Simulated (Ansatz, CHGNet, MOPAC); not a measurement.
**Ladder of methods for the lattice constant a of fluorite PbF2 (high-temperature phase)**

Reference value: 5.94 Å (measured, temperature not stated, no zero-point or thermal correction; as tabulated in Cadelano and Cappellini (2011), arXiv:1107.5962).

Q: Put these levels in order of the lattice constant a that they give for fluorite PbF2 (high-temperature phase), smallest first: CHGNet-r²SCAN (CHGNet), LDA (Ansatz, a quantum-chemistry and plane-wave program), PBE (Ansatz), PBE0 (Ansatz), PM7 semi-empirical Hartree-Fock (MOPAC) (MOPAC).

A: PM7 semi-empirical Hartree-Fock (MOPAC) (5.113 Å), LDA (5.812 Å), CHGNet-r²SCAN (5.916 Å), PBE0 (5.949 Å), PBE (6.001 Å)

Differences against the reference: PM7 semi-empirical Hartree-Fock (MOPAC) -13.9 %, CHGNet-r²SCAN -0.40 %, LDA -2.15 %, PBE +1.03 %, PBE0 +0.15 %.

The measured value isn't corrected to a static lattice, so vibrations enter the comparison. A static lattice is as a rule a little smaller than the measured one.  Density-functional levels without +SOC have no spin–orbit coupling. PM7 semi-empirical Hartree-Fock (MOPAC): the cell moved over 20 % in volume from its start. PM7 semi-empirical Hartree-Fock (MOPAC): the method was fitted mainly to molecules. PM7 semi-empirical Hartree-Fock (MOPAC): the run uses a supercell at the zone centre in place of a k mesh. Cutoffs and k meshes differ between the levels. Ansatz's density-functional and Hartree–Fock values are scalar-relativistic unless marked +SOC, with PAW data made under PBE.

Machine-learned potentials (CHGNet-r²SCAN) are trained on DFT data, which may include these solids.

Differences are worked out from the printed values.
